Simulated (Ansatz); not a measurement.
## GaSb under a change: Sb → As

Consider GaSb in the zinc blende structure (space group F-43m, No. 216; a = 6.1335 Å).

Now apply this change: full substitution Sb → As; the structure is relaxed again.

The values are results of DFT with r2SCAN, PAW potentials and a 500 eV plane-wave cutoff in Ansatz (a program for electronic structure), spin-orbit coupling left out, earlier PAW set, not measurements. Γ-centred 10×10×10 mesh, Fermi–Dirac width 0.05 eV, for the changed cell.

The volume per atom falls by 6.11 Å³, from 28.84 Å³ to 22.73 Å³ and the density drops by 0.23 g/cm³ (5.51 g/cm³ → 5.28 g/cm³). The lattice parameter a shrinks by 0.468 Å (6.134 Å → 5.666 Å) and the space group is still F-43m (No. 216). The band gap grows by 0.56 eV, from 0.41 eV to 0.97 eV and the gap character remains direct at Γ. The width of the top valence band rises by 0.19 eV (3.21 eV → 3.40 eV) and the electron mass changes from 0.023 mₑ (at Γ) to 0.051 mₑ (at Γ). The hole mass (degenerate bands, along [100]) changes from 0.023, 0.26, 0.26 mₑ (at Γ) to 0.051, 0.34, 0.34 mₑ (at Γ).

Final structure:

```
CELL_PARAMETERS angstrom
      0.00000     2.83278     2.83278
      2.83278     0.00000     2.83278
      2.83278     2.83278     0.00000
ATOMIC_POSITIONS crystal
  As 0.75000 0.75000 0.75000
  Ga 0.00000 0.00000 0.00000
```

Spin-orbit coupling, missing from the scalar runs, can matter with Sb. Masses are band curvatures over ±0.01 Å⁻¹ around the edge. Whether these cells are dynamically stable was not tested.
